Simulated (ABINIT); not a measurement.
## A short convergence ladder for BP (F-43m, 2 atoms in the cell)

```
CELL_PARAMETERS angstrom
      0.00000     2.28135     2.28135
      2.28135     0.00000     2.28135
      2.28135     2.28135     0.00000
ATOMIC_POSITIONS crystal
  B  0.00000 0.00000 0.00000
  P  0.25000 0.25000 0.25000
```

Base method: PBE, norm-conserving pseudopotentials (PseudoDojo nc-sr-05 PBE standard) (plane waves; ABINIT 10.0.3).

Base settings: pseudos = [B.upf, P.upf]; ecut = 1034 eV; ixc = 11; occopt = 3; tsmear = 0.05 eV; ngkpt = 9 9 9; nshiftk = 1; shiftk = 0 0 0; potentials = PseudoDojo nc-sr-05 PBE standard; nband = 9.

**Zone-centre phonons against the cutoff**

In this ladder: occopt = 1; tsmear = default; nband = 4; tolvrs = default; prtwf = default; prtden = default; istwfk = *1; tolvrs1 = 1e-16; ndtset = 3.

The mesh stays at the base's, so the ladder's end is converged at best in this setting alone.

Only quantities that move along the ladder and can be compared are tabulated.

```tsv
ecut	largest Born charge (mean of the diagonal) (e)	mean ε∞
517 eV	0.452	9.342
735 eV	0.478	9.295
871 eV	0.482	9.290
1034 eV	0.482	9.289
1252 eV	0.482	9.289
```

Coarsest ecut that holds the mean ε∞ within 0.02 of the last step, with all finer ones: 735 eV; the step before is off by 0.053.

Coarsest ecut that holds the largest Born charge (mean of the diagonal) within 0.01 e of the last step, with all finer ones: 735 eV; the step before is off by 0.031 e.

On the base run: the starting cell has typed, rounded lattice constants, without a prior relaxation at this level. Its lattice was rescaled by up to half a per cent.
